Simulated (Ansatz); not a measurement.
Band structure of ScIn₂ (Cmmm, 6 atoms in the cell).

```yaml
crystal:
  lattice:
    - [2.23410, -6.82859, 0.00000]
    - [2.23410, 6.82859, 0.00000]
    - [0.00000, 0.00000, 4.45889]
  atoms:
    - { symbol: Sc, position: [0.84357, 0.15643, 0.50000] }
    - { symbol: Sc, position: [0.15643, 0.84357, 0.50000] }
    - { symbol: In, position: [0.67608, 0.32392, 0.00000] }
    - { symbol: In, position: [0.32392, 0.67608, 0.00000] }
    - { symbol: In, position: [0.50000, 0.50000, 0.50000] }
    - { symbol: In, position: [0.00000, 0.00000, 0.00000] }
```

Method: PBEsol, PAW files made with PBE (plane waves; Ansatz, an electronic-structure program).

Settings: kpoints.mp_grid.grid = 4 4 4; hamiltonian.xc = pbesol; hamiltonian.pseudopotentials = {kind: paw} (the program's default PAW files); scf.occupations.method = gaussian; scf.occupations.width = 0.272 eV; kpoints.band_path.npoints = 8.

The starting cell comes from a database of computed structures (which also holds hypothetical and non-ambient phases and stackings), without a prior relaxation at this level.

Levels in eV from the Fermi level, bands 34 to 41:
```tsv
point	34	35	36	37	38	39	40	41
Γ	-1.33	-0.76	-0.32	-0.26	0.42	1.29	1.37	1.42
X	-0.91	-0.82	-0.48	-0.46	0.42	1.33	1.38	1.53
S	-1.76	-0.85	-0.51	-0.11	0.41	1.34	1.66	1.67
R	-3.17	-2.20	-1.25	-0.94	-0.56	0.09	1.73	1.81
A	-2.60	-2.33	-1.53	-0.82	-0.06	0.02	1.51	1.74
Z	-2.26	-0.99	-0.01	0.32	0.82	0.89	1.52	1.56
Y	-1.56	-1.44	-0.48	-0.28	-0.28	1.37	1.75	1.86
X1	-0.91	-0.82	-0.48	-0.46	0.42	1.33	1.38	1.53
A1	-2.60	-2.33	-1.53	-0.82	-0.06	0.02	1.51	1.74
T	-1.41	-1.10	-0.91	-0.13	0.79	1.42	1.70	1.73
```

Bands cross the Fermi level along this path, so the cell is metallic at this level.

Keys are those of Ansatz 0.2.
